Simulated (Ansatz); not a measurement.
For GaN (model structure, started from the WC type, P-6m2, No. 187, 2 atoms in the cell), PBEsol (PAW; Ansatz, a first-principles code) gives:

```
Property              Result
-------------------  -------
lattice parameter a  2.939 Å
c axis length        2.656 Å
```

**Question.** What does r²SCAN (Ansatz, PAW) give for the same quantities?

**Answer.** 
- lattice constant a: 2.936 Å (drops by 0.1 %)
- lattice parameter c: 2.652 Å (drops by 0.2 %)

Changes are worked out from the printed values.

Unless a cell is named, each level is at its own relaxed cell (PBEsol 9.94, r²SCAN 9.90 Å³/atom).

Ansatz's density-functional and Hartree–Fock values are scalar-relativistic unless marked +SOC, with PAW data made under PBE.

A model structure was made by putting elements into a prototype or built by hand; it is no filed structure, need not be a known phase, and can be a saddle point held by its symmetry.
